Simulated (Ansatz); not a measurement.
The parent structure is Pt in the fcc (Cu type) structure (space group Fm-3m, No. 225; a = 3.895 Å; relaxed with 0.1 eV smearing). Axes: x, y, z lie along the cube axes.

Calculations: Kohn–Sham DFT with the LDA functional, run in Ansatz (a first-principles code) with PAW and 420 eV plane waves, no spin-orbit coupling.

Before the change:

| Quantity | Value |
|---|---|
| Pressure | 0.0 GPa |

The change: biaxial strain +1.25 %, plane normal [111], relaxed out of plane (Cartesian); in-plane vectors clamped, the third vector and the atoms free.

Problem. What does the calculation give for the energy relative to the base, ratio −ε⊥/ε∥ and pressure after the change?

Solution. The energy increases by 5.3 meV/atom; the ratio −ε⊥/ε∥ is 1.11; the pressure (mean of the normal stresses, compression positive) goes from zero to -3.0 GPa.

Whether these cells are dynamically stable was not tested. The final runs are not spin-polarised.
